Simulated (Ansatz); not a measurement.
# AlAs: holes 7.0×10^21 cm⁻³

Take AlAs in the zinc blende structure (space group F-43m, No. 216; a = 5.728 Å) as the base.

It is then changed as follows: 0.329 holes added to each cell, a density of 7.0×10^21 cm⁻³, with a uniform compensating background at fixed cell and a 300 K Fermi–Dirac width.

Level of theory: PBE in Ansatz (plane waves to 420 eV, PAW, no spin-orbit coupling). Settings: 23×23×23 k-points, 0.0259 eV Fermi–Dirac smearing.

Gap between the host's bands: 1.77 eV (base 1.50 eV)
Gap character: indirect, Γ → X (base indirect, Γ → X)
Valley order (the lowest conduction-band minima on the path, energy above the VBM, named in the base's zone): X along ⟨100⟩ 1.77 eV; Γ 1.87 eV; L along ⟨111⟩ 2.17 eV (base X along ⟨100⟩ 1.50 eV; Γ 1.78 eV; L along ⟨111⟩ 2.02 eV)
Fermi level relative to the doped band's edge (positive inside the band; to 0.05 eV): +0.60 eV

Final structure:

```yaml
crystal:
  lattice:
    - [0.00000, 2.86422, 2.86422]
    - [2.86422, 0.00000, 2.86422]
    - [2.86422, 2.86422, 0.00000]
  atoms:
    - { symbol: As, position: [0.75000, 0.75000, 0.75000] }
    - { symbol: Al, position: [0.00000, 0.00000, 0.00000] }
```
Cell charge +0.328963.

Carriers are added with a uniform compensating background; total energy and stress of such cells depend on the potential's zero and are not compared; many-body gap narrowing is missing at this level. Stability against distortions was not tested.

Ansatz is a quantum-chemistry and plane-wave program.
